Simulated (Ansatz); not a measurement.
Consider WC (space group P-6m2, No. 187; a = 2.922 Å, c = 2.847 Å).

The other end (x = 1) is WGe (space group P-6m2, No. 187; a hypothetical phase, not in the database extracts checked): 16.12 Å³/atom, gap zero; this end may not be an ambient phase.

Computed with PBE, PAW, 420 eV (Ansatz, an electronic-structure program; scalar-relativistic without spin-orbit coupling).

Ge replaces a fraction x of C; each row is one arrangement (x, atoms in the cell, starting space group or random), fully relaxed.

One change was made to it. Results:

The mixing energy is +0.20 eV/atom (to 0.01 eV only: unlike meshes or grids) (against an end that may be hypothetical); the deviation of the volume from the linear (Vegard-type) interpolation is +2.6 %; the mean first-shell distances is C–W 2.246 Å (end compound 2.207 Å), Ge–W 2.575 Å (end compound 2.588 Å).

Question: Name the change that was made.
A. x(Ge) = 0.333, 6 atoms, R32
B. x(Ge) = 0.667, 6 atoms, P-62m
C. x(Ge) = 0.75, 8 atoms, P-6m2
D. x(Ge) = 0.5, 8 atoms, Pmc2_1

Answer: B, x(Ge) = 0.667, 6 atoms, P-62m. For comparison, the mean first-shell distances in the other runs: x(Ge) = 0.333, 6 atoms, R32 gives C–W 2.321 Å (end compound 2.207 Å), Ge–W 2.404 Å (end compound 2.588 Å); x(Ge) = 0.75, 8 atoms, P-6m2 gives C–W 2.242 Å (end compound 2.207 Å), Ge–W 2.590 Å (end compound 2.588 Å); x(Ge) = 0.5, 8 atoms, Pmc2_1 gives C–W 2.224 Å (end compound 2.207 Å), Ge–W 2.602 Å (end compound 2.588 Å).

These are small ordered cells, not random alloys; other orderings at the same x differ. No phonon test of stability was made. The final runs are not spin-polarised.
